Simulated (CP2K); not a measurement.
# A self-consistent single point of ZnS (F-43m, 2 atoms in the cell) with CP2K

Method: PBE, GPW, DZVP-MOLOPT-SR-GTH basis, GTH-PBE potentials (GTH_POTENTIALS) (CP2K 2026.2).

This input was run:

```
&GLOBAL
  PROJECT scf
  RUN_TYPE ENERGY_FORCE
  PRINT_LEVEL LOW
&END GLOBAL
&FORCE_EVAL
  METHOD Quickstep
  STRESS_TENSOR ANALYTICAL
  &DFT
    BASIS_SET_FILE_NAME BASIS_MOLOPT
    POTENTIAL_FILE_NAME GTH_POTENTIALS
    &QS
      METHOD GPW
      EPS_DEFAULT 1E-10
    &END QS
    &MGRID
      CUTOFF 600
      REL_CUTOFF 50
      NGRIDS 5
    &END MGRID
    &SCF
      SCF_GUESS ATOMIC
      EPS_SCF 1E-6
      MAX_SCF 100
      ADDED_MOS 4
      &DIAGONALIZATION
        ALGORITHM STANDARD
      &END DIAGONALIZATION
      &MIXING
        METHOD BROYDEN_MIXING
        ALPHA 0.2
        NBUFFER 12
      &END MIXING
      &SMEAR ON
        METHOD FERMI_DIRAC
        ELECTRONIC_TEMPERATURE [K] 580.23
      &END SMEAR
    &END SCF
    &KPOINTS
      SCHEME MONKHORST-PACK 7 7 7
    &END KPOINTS
    &XC
      &XC_FUNCTIONAL PBE
      &END XC_FUNCTIONAL
    &END XC
    &PRINT
      &MO
        EIGENVALUES T
        OCCUPATION_NUMBERS T
        NDIGITS 8
        FILENAME mo
        &EACH
          QS_SCF 0
        &END EACH
        ADD_LAST NUMERIC
      &END MO
      &MULLIKEN OFF
      &END MULLIKEN
    &END PRINT
  &END DFT
  &SUBSYS
    &CELL
      A 3.82544800 0.00000000 0.00000000
      B 1.91272400 3.31293500 0.00000000
      C 1.91272400 1.10431200 3.12346500
      PERIODIC XYZ
    &END CELL
    &COORD
      SCALED
      Zn       0.00000000     0.00000000     0.00000000
      S        0.25000000     0.25000000     0.25000000
    &END COORD
    &KIND Zn
      BASIS_SET DZVP-MOLOPT-SR-GTH
      POTENTIAL GTH-PBE-q12
    &END KIND
    &KIND S
      BASIS_SET DZVP-MOLOPT-SR-GTH
      POTENTIAL GTH-PBE-q6
    &END KIND
  &END SUBSYS
  &PRINT
    &FORCES ON
    &END FORCES
    &STRESS_TENSOR ON
    &END STRESS_TENSOR
  &END PRINT
&END FORCE_EVAL
```

The program printed (abridged):

```
 GLOBAL| Method name                                                        CP2K
 GLOBAL| Project name                                                        scf
 GLOBAL| Run type                                                   ENERGY_FORCE

 TOTAL NUMBERS AND MAXIMUM NUMBERS

  Total number of            - Atomic kinds:                                   2
                             - Atoms:                                          2
                             - Shell sets:                                     2
                             - Shells:                                        12
                             - Primitive Cartesian functions:                 10
                             - Cartesian basis functions:                     44
                             - Spherical basis functions:                     38

  Maximum angular momentum of- Orbital basis functions:                        3
                             - Local part of the GTH pseudopotential:          0
                             - Non-local part of the GTH pseudopotential:      4

 SCF PARAMETERS         Density guess:                                    ATOMIC
                        max_scf:                                             100
                        max_diis:                                              4
                        eps_scf:                                        1.00E-06
                        eps_diis:                                       1.00E-01
                        eps_eigval:                                     1.00E-05
                        level_shift [a.u.]:                             0.000000
                        added MOs                                         4    0
                        Mixing method:                            BROYDEN_MIXING
                                                charge density mixing in g-space
                        Smear method:                                FERMI_DIRAC
                        Electronic temperature [K]:                        580.2
                        Electronic temperature [a.u.]:                  1.84E-03
                        Accuracy threshold:                             1.00E-10
                        No outer SCF

 Extrapolation method: initial_guess

 Number of electrons:                                                         18
 Number of occupied orbitals:                                                  9
 Number of molecular orbitals:                                                13

 Number of orbital functions:                                                 38
 Number of independent orbital functions:                                     38

 SCF WAVEFUNCTION OPTIMIZATION

  Step     Update method      Time    Convergence         Total energy    Change
     1 NoMix/Diag. 0.20E+00      -     1.63153229       -70.8749287195 -7.09E+01
     2 Broy./Diag. 0.20E+00      -     0.04736150       -70.7195417458  1.55E-01
     3 Broy./Diag. 0.20E+00      -     0.07201025       -70.7411721034 -2.16E-02
     4 Broy./Diag. 0.20E+00      -     0.00795287       -70.7868864156 -4.57E-02
     5 Broy./Diag. 0.20E+00      -     0.00357694       -70.8277025524 -4.08E-02
     6 Broy./Diag. 0.20E+00      -     0.00234933       -70.8165737640  1.11E-02
     7 Broy./Diag. 0.20E+00      -     0.00013981       -70.7994745009  1.71E-02
     8 Broy./Diag. 0.20E+00      -     0.00021537       -70.7985994595  8.75E-04
     9 Broy./Diag. 0.20E+00      -     0.00001066       -70.7988310117 -2.32E-04
    10 Broy./Diag. 0.20E+00      -     0.00000518       -70.7988795673 -4.86E-05
    11 Broy./Diag. 0.20E+00      -     0.00000014       -70.7988777186  1.85E-06

  *** SCF run converged in    11 steps ***

  Electronic density on regular grids:        -17.9999999778        0.0000000222
  Core density on regular grids:               17.9999999982       -0.0000000018
  Total charge density on r-space grids:        0.0000000203
  Total charge density g-space grids:           0.0000000203

  Overlap energy of the core charge distribution:               0.00000000135165
  Self energy of the core charge distribution:               -103.82984772853666
  Core Hamiltonian energy:                                     30.90012583494614
  Hartree energy:                                              13.42387552188832
  Exchange-correlation energy:                                -11.29303134824111
  Electronic entropic energy:                                  -0.00000000000090
  Fermi energy:                                                 0.15715814028847

  Total energy:                                               -70.79887771859255
  Total energy (extrapolated to T->0):                        -70.79887771859210

 ENERGY| Total FORCE_EVAL ( QS ) energy [hartree]            -70.798877782986011

 FORCES| Atomic forces [hartree/bohr]
 FORCES|   Atom     x               y               z               |f|
 FORCES|      1 -5.69907899E-08 -1.56769187E-08 -1.40288743E-08   6.07496932E-08
 FORCES|      2  6.11322332E-08  1.80674290E-08  1.57163923E-08   6.56550601E-08
 FORCES| Sum     4.14144327E-09  2.39051031E-09  1.68751799E-09
 FORCES| Total atomic force                                       5.07087851E-09

 STRESS| Analytical stress tensor [bar]
 STRESS|                        x                   y                   z
 STRESS|      x        1.67073549042E+04   3.10362471359E+00   2.19459382739E+00
 STRESS|      y        3.10362471359E+00   1.67037576333E+04   1.23661879656E+00
 STRESS|      z        2.19459382739E+00   1.23661879656E+00   1.67031446529E+04
 STRESS| 1/3 Trace                                             1.67047523968E+04
```

The run converged in 11 iterations.

The starting cell has typed, rounded lattice constants, without a prior relaxation at this level. Values carry the incompleteness of an atom-centred basis.
